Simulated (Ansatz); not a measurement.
The parent structure is Pt in the fcc (Cu type) structure (space group Fm-3m, No. 225; a = 3.942 Å; relaxed with 0.1 eV smearing). Axes: x, y, z lie along the cube axes.

Computed with Kohn–Sham DFT with the r2SCAN functional, run in Ansatz (a quantum-chemistry and plane-wave program) with PAW and 500 eV plane waves, no SOC.

For the base:

```
Quantity                         Value
-----------------------------  -------
Pressure                       0.0 GPa
Shortest interatomic distance  2.787 Å
```

Now apply this change: uniaxial strain ε_zz = +0.50 %, all other strain components held at zero, atoms relaxed at fixed cell.

Predict the new pressure.

The pressure (mean of the normal stresses, compression positive) goes from zero to -1.3 GPa.

What happens to the energy relative to the base?

The energy grows by 0.4 meV/atom.

What happens to the shortest interatomic distance?

The shortest interatomic distance stays 2.787 Å.

Whether these cells are dynamically stable was not tested. All final runs are without spin polarisation.
